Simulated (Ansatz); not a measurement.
## SnSe under a change: Se vacancy, symmetric start

The parent structure is a 16-atom supercell of SnSe in the GeS type structure (space group Pnma, No. 62; a = 11.534 Å, b = 4.121 Å, c = 4.578 Å; layered, stacked along the Cartesian x axis) at its relaxed geometry.

Modification: one Se atom is removed, atoms relaxed at fixed cell.

All numbers come from plane-wave PAW DFT at the r2SCAN+rVV10 level (Ansatz, an electronic-structure program, 500 eV), scalar-relativistic without spin-orbit coupling, earlier PAW set. k-mesh 2×4×4 (Γ-centred); smearing 0.01 eV (Fermi–Dirac).

The pressure goes from zero to -1.1 GPa and the energy gained by relaxation is 0.39 eV. The largest displacement of a host atom from its site in the perfect cell amounts to 0.69 Å.

Cost of the whole job for the changed cell (relaxation, final SCF and bands): about 40 core-minutes (a rough figure).

The magnetic state is the one reached from the starting moments; the real material's order can differ, and small cells can't hold many antiferromagnetic ones. In so small a cell the defect repeats every few ångströms: this is an ordered compound, not a dilute defect. The defect started on the symmetric site and kept its symmetry, so it may sit on a saddle. Seeded moments were not kept for Se vacancy. The defect cell is spin-polarised and ends with 0.0 μB.
